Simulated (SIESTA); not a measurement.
A self-consistent single point of a (001) slab of Li2Al (cut from a parent of space group no. 63; 12 atoms in the cell) with SIESTA.

Computed with GGA PBEsol, numerical atomic orbitals DZP, PseudoDojo PBEsol standard norm-conserving potentials (rewritten from UPF to PSML) run with SIESTA 5.4.2.

```
CELL_PARAMETERS angstrom
      5.36533     0.00000     0.00000
     -8.76017     4.15474     0.00000
      0.00000     0.00000    20.66630
ATOMIC_POSITIONS crystal
  Al 0.00000 0.07498 0.44624
  Al 0.00000 0.92502 0.33872
  Al 0.00000 0.07498 0.66128
  Al 0.00000 0.92502 0.55376
  Li 0.00000 0.75861 0.44624
  Li 0.00000 0.24139 0.33872
  Li 0.00000 0.41014 0.44624
  Li 0.00000 0.58986 0.33872
  Li 0.00000 0.75861 0.66128
  Li 0.00000 0.24139 0.55376
  Li 0.00000 0.41014 0.66128
  Li 0.00000 0.58986 0.55376
```

Reference input (self-consistent single point, DFT, GGA PBEsol, numerical atomic orbitals DZP, PseudoDojo PBEsol standard norm-conserving potentials (rewritten from UPF to PSML)): XC.functional = GGA; XC.authors = PBEsol; potentials = PseudoDojo PBEsol standard; PAO.BasisSize = DZP; PAO.EnergyShift = 0.005 Ry; MeshCutoff = 300 Ry; kgrid.MonkhorstPack = 7 7 1; OccupationFunction = MP; OccupationMPOrder = 0; ElectronicTemperature = 100 meV; PAO.Polarization.NonPerturbative = true; MaxSCFIterations = 150. This run's input differs from it in these lines:

```diff
@@ -39,4 +39,4 @@
 %block kgrid.MonkhorstPack
-    7   0   0  0.0
-    0   7   0  0.0
+   14   0   0  0.0
+    0  14   0  0.0
     0   0   1  0.0
```

Output, abridged:

```
        iscf     Eharris(eV)        E_KS(eV)     FreeEng(eV)     dDmax    Ef(eV) dHmax(eV)
   scf:    1    -1751.679222    -1799.246202    -1799.259936  1.404178 -6.659350 12.425483
   scf:    2    -1809.733641    -1806.757851    -1806.780793  0.109993 -6.062329  3.271974
   scf:    3    -1807.488017    -1807.287189    -1807.312151  0.061421 -5.802759  1.334467
   scf:    4    -1807.607703    -1807.552858    -1807.584896  0.107543 -5.492134  0.592321
   scf:    5    -1807.516567    -1807.560136    -1807.593122  0.017436 -5.413496  0.517663
   [... 7 lines left out ...]
   scf:   13    -1807.577120    -1807.577119    -1807.610580  0.000053 -5.378142  0.001860
   scf:   14    -1807.577118    -1807.577119    -1807.610581  0.000039 -5.378142  0.001505
   scf:   15    -1807.577117    -1807.577118    -1807.610581  0.000035 -5.378152  0.001223
   scf:   16    -1807.577116    -1807.577117    -1807.610581  0.000031 -5.378156  0.000988
SCF Convergence by DM+H criterion
max |DM_out - DM_in|         :     0.0000313205
max |H_out - H_in|      (eV) :     0.0009875497
SCF cycle converged after 16 iterations

Using DM_out to compute the final energy and forces

siesta: E_KS(eV) =            -1807.5771

siesta: E_KS - E_eggbox =     -1807.5771

siesta: Atomic forces (eV/Ang):
     1   -0.214971    0.102005   -0.131652
     2    0.140012   -0.066408    0.209180
     3   -0.140012    0.066408   -0.209179
     4    0.214971   -0.102005    0.131648
     5    0.095384   -0.045136   -0.007766
     6   -0.174367    0.082683   -0.269076
     7   -0.004240    0.002006    0.003223
     8    0.057882   -0.027395   -0.047758
     9    0.174367   -0.082683    0.269077
    10   -0.095384    0.045136    0.007766
    11   -0.057881    0.027395    0.047758
   [... lines left out ...]
siesta: FreeEng =     -1807.610581
siesta: Cell volume =        460.683376 Ang**3
siesta:          -0.21988751          4.22536741  kBar
   [... lines left out ...]
     5    -0.019651    3.019651  Li
     6    -0.312979    3.312979  Li
     7    -0.005622    3.005622  Li
     8    -0.262307    3.262307  Li
     9    -0.312979    3.312979  Li
    10    -0.019651    3.019651  Li
    11    -0.262307    3.262307  Li
    12    -0.005622    3.005622  Li
 Total    -0.000000

siesta: Electric dipole (a.u.)  =    0.000000   -0.000000   -0.000004
siesta: Electric dipole (Debye) =    0.000000   -0.000000   -0.000010
```

The run converged in 16 iterations. Against the reference run the free energy goes down by 1.2 meV/atom and the largest force hardly changes (0.333 to 0.331 eV/Å).

The starting cell comes from a database of computed structures (which also holds hypothetical and non-ambient phases and stackings), without a prior relaxation at this level. The slab is cut from that crystal, and its faces are unrelaxed. Its lattice was rescaled by up to half a per cent. Values carry the incompleteness of an atom-centred basis.

Cost on one core of a shared machine: roughly 6 min.
